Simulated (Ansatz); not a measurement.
## Several settings converged on SnSeS (P3m1, 3 atoms in the cell)

```
CELL_PARAMETERS angstrom
      3.77900     0.00000     0.00000
     -1.88950     3.27271     0.00000
      0.00000     0.00000     6.39585
ATOMIC_POSITIONS crystal
  Sn 0.33333 0.66667 0.01547
  Se 0.00000 0.00000 0.75771
  S  0.66667 0.33333 0.23464
```

Base method: LDA (PW92), default PAW files made with PBE (plane waves; Ansatz, a first-principles code).

Base settings: basis.ecutwfc = 30.9 Ry; kpoints.mp_grid.grid = 8 8 4; hamiltonian.xc = lda; hamiltonian.pseudopotentials = {kind: paw} (the program's default PAW files); scf.occupations.method = fixed.

The count of work is k-points × plane waves × bands × iterations; it is no time. Core times come from one kind of shared machine, to one figure; runs under 30 s give none.

**The cutoff for other potential files**

Level: DFT, LDA (PW92), plane waves, harder PAW files (source: ansatz) made with PBE.

In this ladder: hamiltonian.pseudopotentials = {kind: paw, source: ansatz}.

The second cell is the first with its lattice scaled by 0.98.

The mesh stays at the base's, so the ladder's end is converged at best in this setting alone.

The first pressure column holds Ansatz's estimate of the finite-basis (Pulay) stress, which hides part of the cutoff error; the other is without it.

Only quantities that move along the ladder and can be compared are tabulated.

| basis.ecutwfc | free energy less the last step's (meV/atom) | energy of the compressed cell less the first (meV/atom) | pressure (GPa) | pressure without the Pulay estimate (GPa) | largest difference of a force vector from the last step's (eV/Å) | count of work / last |
|---|---|---|---|---|---|---|
| 21.3 Ry | 14062.55 | -94.89 | -5.96 | -427.38 | 0.398 | 0.12 |
| 25.7 Ry | 2836.85 | -24.25 | -3.32 | -115.78 | 0.077 | 0.14 |
| 33.1 Ry | 132.39 | -12.53 | -3.24 | -11.27 | 0.003 | 0.24 |
| 40.1 Ry | 4.55 | -12.81 | -3.22 | -3.56 | 0.000 | 0.28 |
| 47 Ry | 0.75 | -12.80 | -3.22 | -3.23 | 0.000 | 0.36 |
| 56.6 Ry | 0.42 | -12.80 | -3.22 | -3.22 | 0.000 | 0.47 |
| 70.6 Ry | 0.09 | -12.81 | -3.22 | -3.22 | 0.000 | 0.66 |
| 94.1 Ry | 0.00 | -12.81 | -3.22 | -3.22 | 0.000 | 1.0 |

Coarsest basis.ecutwfc that holds the energy of the compressed cell less the first within 1 meV/atom of the last step, with all finer ones: 33.1 Ry, at 0.24 of the last step's count of work; the step before is off by 11 meV/atom.

Coarsest basis.ecutwfc that holds the pressure within 0.2 GPa of the last step, with all finer ones: 25.7 Ry, at 0.14 of the last step's count of work; the step before is off by 2.7 GPa.

Coarsest basis.ecutwfc that holds the free energy within 2 meV/atom of the last step, with all finer ones: 47 Ry, at 0.36 of the last step's count of work; the step before is off by 4.5 meV/atom.

The energy difference between the two cells stays within 1 meV/atom of the last step's from 33.1 Ry on, the total only from 47 Ry on: much of the error is common to both cells and cancels.

At the lowest cutoff the pressure without the Pulay estimate lies 424 GPa under the last step's, the usual sign of Pulay stress in an incomplete plane-wave basis.

**The density cutoff**

The mesh stays at the base's, so the ladder's end is converged at best in this setting alone.

Only quantities that move along the ladder and can be compared are tabulated.

```csv
basis.ecutrho_ratio,free energy less the last step's (meV/atom)
2,-1.34
3,-0.01
4,0.00
5,0.00
6,0.00
8,0.00
10,0.00
12,0.00
16,0.00
```

Coarsest basis.ecutrho_ratio that holds the free energy within 1 meV/atom of the last step, with all finer ones: 3; the step before is off by 1.3 meV/atom.

**The relaxed cell against the cutoff**

On SnSeS (P3m1, 3 atoms in the cell): atoms on their sites.

In this ladder: relax = cell and atoms.

The mesh stays at the base's, so the ladder's end is converged at best in this setting alone.

Only quantities that move along the ladder and can be compared are tabulated.

```tsv
basis.ecutwfc	relaxed volume (Å³/atom)	relaxation steps	core time / last (rough)
18.4 Ry	23.206	63	1
21.7 Ry	23.145	21	0.5
26.1 Ry	23.104	11	–
30.9 Ry	23.118	9	–
37.1 Ry	23.100	9	0.4
46.3 Ry	23.099	9	0.6
61.7 Ry	23.097	9	1
```

Coarsest basis.ecutwfc that holds the relaxed volume within 0.023 Å³/atom of the last step, with all finer ones: 26.1 Ry; the step before is off by 0.048 Å³/atom.

At the lowest cutoff the cell relaxes to a volume 0.5 % larger than at the highest. Ansatz relaxes on a stress corrected for the finite basis.

On the base run: the starting cell comes from a database of computed structures (which also holds hypothetical and non-ambient phases and stackings), without a prior relaxation at this level. Its lattice was rescaled by up to half a per cent. One atom was moved a little off its site on purpose.

Left out of this page: 1 run of the series failed or unconverged.

Keys are those of Ansatz 0.2.
